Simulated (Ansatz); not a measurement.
For fcc (Cu type) Ag at 300 K, quasi-harmonic approximation with r2SCAN density-functional theory in Ansatz (plane waves, PAW) gives a volume expansion coefficient α_V = 68.12 × 10⁻⁶ K⁻¹, an isothermal bulk modulus B_T = 90.3 GPa, a molar volume V_m = 10.619 cm³/mol and C_V = 24.61 J/(mol K). 

Problem. Work out the Grüneisen parameter, C_P and the adiabatic bulk modulus.

Solution. γ = α_V B_T V_m / C_V = 2.66. C_P − C_V = α_V² B_T V_m T = 1.34 J/(mol K), so C_P = 25.94 J/(mol K). B_S = B_T C_P/C_V = B_T (1 + α_V γ T) = 95.2 GPa.

The PAW data sets were generated under PBE and serve the other functionals too.

Ansatz is a first-principles code.
